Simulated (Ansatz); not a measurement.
System: ZrAl3 (I4/mmm, No. 139). Method: BLYP (Ansatz, a quantum-chemistry and plane-wave program, PAW).

Settings: plane-wave cutoff 520 eV, 20×20×20 k mesh, Fermi–Dirac smearing 0.05 eV, scalar-relativistic PAW data made under PBE.

Energies at three volumes about the minimum:

```tsv
V (Å³/atom)	E − E_lowest (meV/atom)
17.745	2.08
18.107	0.00
18.469	1.94
```

### Question
Fit a parabola by hand: where is the minimum, and what is the bulk modulus?

### Answer
Slopes: (0.00 − 2.08)/(18.107 − 17.745) = -5.746 and (1.94 − 0.00)/(18.469 − 18.107) = 5.359 meV/Å³. Curvature E″ = 2 × (5.359 − (-5.746))/(18.469 − 17.745) = 30.677 meV/Å⁶. From the middle of the first interval, the slope vanishes at V0 = 17.9260 − (-5.746)/30.677 = 18.113 Å³/atom. B = V0 E″ = 18.113 × 30.677 meV/Å³ × 0.1602 GPa per meV/Å³ = 89.0 GPa. The full Birch–Murnaghan fit to all volumes gives V0 = 18.107 Å³/atom and B0 = 88.8 GPa.

Shape and atoms are relaxed at each volume.

Note: the bulk modulus comes from volumes at which shape and atoms were relaxed.
